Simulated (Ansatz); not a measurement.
Base system: CsPbBr₃ in the cubic perovskite structure (space group Pm-3m, No. 221; a = 5.770 Å). Axes: x, y, z lie along the cube axes.

Structures relaxed with LDA (Ansatz, an electronic-structure program; PAW; 420 eV plane waves; no spin-orbit coupling).

Base:

Simulated powder pattern, Co Kα, λ = 1.79026 Å (kinematic, ideal powder, no thermal factors, no anomalous dispersion; the 14 strongest lines at most, above 2 %, up to 2θ = 90°):

```tsv
2θ (°)	I/Imax (%)	hkl
17.85	39	(100)
25.35	90	(110)
31.17	18	(111)
36.15	100	(200)
40.59	21	(210)
44.67	43	(211)
52.05	72	(220)
55.47	11	(300)
58.76	20	(310)
65.01	25	(222)
70.96	23	(321)
76.71	12	(400)
82.32	12	(411)
87.86	36	(420)
```

Now apply this change: uniaxial strain ε_zz = −1.80 %, all other strain components held at zero; the atoms relax in the strained cell.

After the change:

Simulated powder pattern, Co Kα, λ = 1.79026 Å (kinematic, ideal powder, no thermal factors, no anomalous dispersion; the 14 strongest lines at most, above 2 %, up to 2θ = 90°):

```json
[
 {"2θ (°)": "17.85", "I/Imax (%)": "39", "hkl": "(100)"},
 {"2θ (°)": "18.18", "I/Imax (%)": "19", "hkl": "(001)"},
 {"2θ (°)": "25.35", "I/Imax (%)": "45", "hkl": "(110)"},
 {"2θ (°)": "25.58", "I/Imax (%)": "88", "hkl": "(101)"},
 {"2θ (°)": "31.37", "I/Imax (%)": "27", "hkl": "(111)"},
 {"2θ (°)": "36.15", "I/Imax (%)": "100", "hkl": "(200)"},
 {"2θ (°)": "36.84", "I/Imax (%)": "48", "hkl": "(002)"},
 {"2θ (°)": "44.81", "I/Imax (%)": "42", "hkl": "(211)"},
 {"2θ (°)": "45.24", "I/Imax (%)": "21", "hkl": "(112)"},
 {"2θ (°)": "52.05", "I/Imax (%)": "36", "hkl": "(220)"},
 {"2θ (°)": "52.57", "I/Imax (%)": "70", "hkl": "(202)"},
 {"2θ (°)": "65.46", "I/Imax (%)": "37", "hkl": "(222)"},
 {"2θ (°)": "87.86", "I/Imax (%)": "18", "hkl": "(420)"},
 {"2θ (°)": "88.27", "I/Imax (%)": "18", "hkl": "(402)"}
]
```

The indices refer to the base's conventional cell; one index is shown for lines that coincide. The space group is now P4/mmm (No. 123).

Whether these cells are dynamically stable was not tested. Many cubic perovskites are stable only at high temperature; tilts and polar distortions were not tested. This is not the structure that CsPbBr3 has at room temperature and ambient pressure.
